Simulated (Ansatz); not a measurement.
CeRu₂ (Fd-3m, No. 227)

Level of theory: PBEsol (PAW; Ansatz, a program for electronic structure).

Numerical settings: plane-wave cutoff 500 eV, 14×14×14 k mesh, Fermi–Dirac smearing 0.1 eV, no spin polarisation, scalar-relativistic PAW data made under PBE.

Cell: relaxed at this level.

```yaml
volume_per_atom: 17.33 Å³/atom
equilibrium_lattice_constant_a: 7.465 Å
band_gap: none
```

Note: the 4f shell is treated without U or exact exchange, so its levels and filling can be wrong; the volume lies 5 % below that of the published cell.

Spin–orbit coupling is not included.

Computed values are for the static lattice.

The result took roughly 5 core-minutes.
